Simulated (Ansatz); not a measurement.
**Rh under a change: tensor shear ε_xy = +1.14 %**

Take Rh in the fcc (Cu type) structure (space group Fm-3m, No. 225; a = 3.7551 Å; relaxed with 0.1 eV smearing) as the base. Axes: x, y, z lie along the cube axes.

Perturbation: a pure shear with ε_xy = ε_yx = 0.0114; the atoms relax in the strained cell.

The values are results of LDA/PAW in Ansatz (an electronic-structure program), scalar-relativistic without spin-orbit coupling, not measurements. Settings: 30×30×30 k-points, 0.1 eV Fermi–Dirac smearing.

- Shortest interatomic distance = 2.625 Å (base 2.655 Å)
- Energy relative to the base (free energy F) = +4.7 meV/atom
- Pressure (mean of the normal stresses, compression positive) = 0.2 GPa (base 0.0 GPa)
- Band gap = zero (base zero)
- Stress (xx, yy, zz, yz, xz, xy; compression positive) = (0.3, 0.3, 0.0, 0.0, 0.0, -5.0) GPa

Whether these cells are dynamically stable was not tested. The final runs are not spin-polarised.
